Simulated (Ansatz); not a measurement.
The reference is GaCuSe2 in the chalcopyrite structure (space group I-42d, No. 122; a = 5.6078 Å, c = 11.0965 Å). Axes: x, y, z lie along a, b, c of the conventional cell.

Calculations: r2SCAN/PAW in Ansatz (a program for electronic structure), without spin-orbit coupling, earlier PAW set.

Before the change:

| Quantity | Value |
|---|---|
| Electron mass | 0.071 mₑ along c, 0.079 mₑ across (at Γ) |
| Pressure | 0.00 GPa |
| Band gap | 0.57 eV |

The change: the cell is compressed by 0.81 % along y with no lateral relaxation; the atoms relax in the strained cell.

Task: How does this affect the electron mass, pressure and band gap?

Result: The electron mass becomes 0.074 mₑ along z, 0.082 mₑ across (at Γ) (base: 0.071 mₑ along c, 0.079 mₑ across (at Γ)); the pressure (mean of the normal stresses, compression positive) goes from zero to 0.58 GPa; the band gap rises by 0.04 eV, from 0.57 eV to 0.61 eV.

Effective masses come from finite differences of ±0.01 Å⁻¹. Stability against distortions was not tested. The final runs are not spin-polarised.
